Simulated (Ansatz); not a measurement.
**Volume per atom of ZnS (model structure, started from the h-BN type, P6₃/mmc, No. 194, 4 atoms in the cell) at several levels of theory**

No measured value is used here.

| level (code) | value (Å³/atom) |
|---|---|
| PBE (Ansatz) | 20.54 |
| PBEsol (Ansatz) | 19.15 |
| PBE-D3(BJ) (Ansatz) | (withheld) |

Fill in the missing entries.


- PBE-D3(BJ) (Ansatz, an electronic-structure program), value (Å³/atom): 19.37

Ansatz's density-functional and Hartree–Fock values are scalar-relativistic unless marked +SOC, with PAW data made under PBE.

A model structure was made by putting elements into a prototype or built by hand; it is no filed structure, need not be a known phase, and can be a saddle point held by its symmetry.
